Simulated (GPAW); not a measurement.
# GPAW run on HfC (Fm-3m, 2 atoms in the cell): self-consistent single point

Method: PBE, GPAW PAW datasets PBE (gpaw-data 1.0.1) (plane waves; GPAW).

Input:

```python
from ase import Atoms
from ase.units import GPa
from gpaw import GPAW, PW, FermiDirac

atoms = Atoms(['Hf', 'C'],
              cell=[[0.000000, 2.306018, 2.306018],
                    [2.306018, 0.000000, 2.306018],
                    [2.306018, 2.306018, 0.000000]],
              positions=[[0.000000, 0.000000, 0.000000],
                         [2.306018, 2.306018, 2.306018]],
              pbc=True)

calc = GPAW(mode=PW(900),
            xc='PBE',
            kpts={'size': (10, 10, 10), 'gamma': True},
            occupations=FermiDirac(0.05),
            nbands=-6,
            convergence={'forces': 0.001},
            symmetry={'symmorphic': False, 'tolerance': 0.0005},
            maxiter=100,
            txt='-')

atoms.calc = calc

energy = atoms.get_potential_energy()
print('Energy (eV):', round(energy, 6))
forces = atoms.get_forces()
print('Forces (eV/Ang):')
print(forces.round(5))
stress = atoms.get_stress()
print('Stress (GPa, Voigt):', (stress / GPa).round(4))
```

Log, with long lists cut:

```
Input parameters:
  convergence: {forces: 0.001}
  kpts: {gamma: True,
         size: (10, 10, 10)}
  maxiter: 100
  mode: {ecut: 900.0000000000001,
         name: pw}
  nbands: -6
  occupations: {fixmagmom: False,
                name: fermi-dirac,
                width: 0.05}
  symmetry: {symmorphic: False,
             tolerance: 0.0005}
  xc: PBE

species:
  Hf:
    name: Hafnium
    Z: 72.0
    valence: 12
    core: 60
    charge: 0.0
    file: Hf.PBE.gz

    # Using partial waves for Hf as LCAO basis

  C:
    name: Carbon
    Z: 6.0
    valence: 4
    core: 2
    charge: 0.0
    file: C.PBE.gz

    # Using partial waves for C as LCAO basis

Reference energy: -410913.743391  # eV

Spin-paired calculation

Convergence criteria:
 Maximum [total energy] change in last 3 cyles: 0.0005 eV / valence electron
 Maximum integral of absolute [dens]ity change: 0.0001 electrons / valence electron
 Maximum integral of absolute [eigenst]ate change: 4e-08 eV^2 / valence electron
 Maximum change in the atomic [forces] across last 2 cycles: 0.001 eV/Ang OR
Maximum error relative to the maximum force is below inf
 Maximum number of scf [iter]ations: 100

Symmetries present (total): 48
Symmetries with fractional translations: 0
1000 k-points: 10 x 10 x 10 Monkhorst-Pack grid + [1/20,1/20,1/20]
47 k-points in the irreducible part of the Brillouin zone
       k-points in crystal coordinates                weights
   0:     0.00000000    0.00000000    0.00000000          1/1000
   1:     0.10000000    0.10000000    0.00000000          6/1000
   2:     0.10000000    0.10000000    0.10000000          8/1000
   [... 7 lines left out ...]
          ...
  46:     0.50000000    0.50000000    0.50000000          4/1000

Wave functions: Plane wave expansion
  Cutoff energy: 900.000 eV
  Number of coefficients (min, max): 1459, 1524
  Pulay-stress correction: 0.000000 eV/Ang^3 (de/decut=0.000000)

Occupation numbers: Fermi-Dirac:
  width: 0.0500  # eV

Eigensolver

Densities:
  Coarse grid: 24*24*24 grid
  Fine grid: 48*48*48 grid
  Total Charge: 0.000000

Density mixing:
  Method: separate
  Backend: pulay
  Linear mixing parameter: 0.05
  old densities: 5
  Damping of long wavelength oscillations: 50

Hamiltonian:
  XC and Coulomb potentials evaluated on a 48*48*48 grid
  External potential:
    NoExternalPotential

XC parameters: PBE with 2 nearest neighbor stencil

Number of atoms: 2
Number of atomic orbitals: 17
Number of bands in calculation: 14
Number of valence electrons: 16
Bands to converge: occupied

Density initialized from atomic densities
  14 bands from LCAO basis set

Atomic positions and initial magnetic moments

Positions:
   0 Hf     0.000000    0.000000    0.000000    ( 0.0000,  0.0000,  0.0000)
   1 C      2.306018    2.306018    2.306018    ( 0.0000,  0.0000,  0.0000)

Unit cell:
           periodic     x           y           z      points  spacing
  1. axis:    yes    0.000000    2.306018    2.306018    24     0.1109
  2. axis:    yes    2.306018    0.000000    2.306018    24     0.1109
  3. axis:    yes    2.306018    2.306018    0.000000    24     0.1109

  Lengths:   3.261202   3.261202   3.261202
  Angles:   60.000000  60.000000  60.000000

Effective grid spacing dv^(1/3) = 0.1211

     iter     time        total  log10-change:
                         energy   eigst   dens  force
iter:   1 --:--:--   -20.447254
iter:   2 --:--:--   -19.868281   -1.60  -0.85
iter:   3 --:--:--   -18.542054   -0.99  -0.92
iter:   4 --:--:--   -18.546288   -2.29  -1.42
iter:   5 --:--:--   -18.572775   -2.23  -1.56
iter:   6 --:--:--   -18.572917   -3.58  -2.46
iter:   7 --:--:--   -18.572866c  -3.21  -2.65
iter:   8 --:--:--   -18.571233c  -3.12  -2.41
iter:   9 --:--:--   -18.571016c  -4.84  -2.90
iter:  10 --:--:--   -18.571044c  -5.61  -3.45
iter:  11 --:--:--   -18.571018c  -5.32  -3.33
iter:  12 --:--:--   -18.571017c  -6.20  -4.08c
iter:  13 --:--:--   -18.571017c  -7.97c -4.61c
iter:  14 --:--:--   -18.571017c  -8.78c -4.68c -28.97c

Converged after 14 iterations.

Dipole moment: (-0.000000, -0.000000, -0.000000) |e|*Ang

Energy contributions relative to reference atoms: (reference = -410913.743391)

Kinetic:        +24.839029
Potential:      -24.807357
External:        +0.000000
XC:             -18.224404
Entropy (-ST):   -0.002642
Local:           -0.376964
SIC:             +0.000000
--------------------------
Free energy:    -18.572338
Extrapolated:   -18.571017

Showing only first 2 kpts
 Kpt  Band  Eigenvalues  Occupancy
  0     6     12.34048    0.00000
  0     7     12.34048    0.00000
  0     8     12.69828    0.00000
  0     9     12.69828    0.00000

  1     6     11.45979    0.14798
  1     7     11.45979    0.14798
  1     8     12.22936    0.00000
  1     9     14.07104    0.00000

Fermi level: 11.33344

No gap
No difference between direct/indirect transitions
Energy (eV): -18.571017

Forces in eV/Ang:
  0 Hf   -0.00000    0.00000    0.00000
  1 C     0.00000   -0.00000   -0.00000

Stress tensor:
    -0.047822     0.000000     0.000000
     0.000000    -0.047822    -0.000000
     0.000000    -0.000000    -0.047822
Stress (GPa, Voigt): [-7.6619 -7.6619 -7.6619 -0.      0.      0.    ]
```

The run converged in 14 iterations. GPAW prints stress with tension positive.

At such cutoffs GPAW's stress carries a finite-basis (Pulay) error, which enters relaxed cells too; its log prints stress with tension positive.

The starting cell comes from a database of computed structures (which also holds hypothetical and non-ambient phases and stackings), without a prior relaxation at this level. Its lattice was rescaled by a random factor within 2.5 % of one. Spin-orbit coupling is off.

Cost on one core of a shared machine: roughly 50 s.
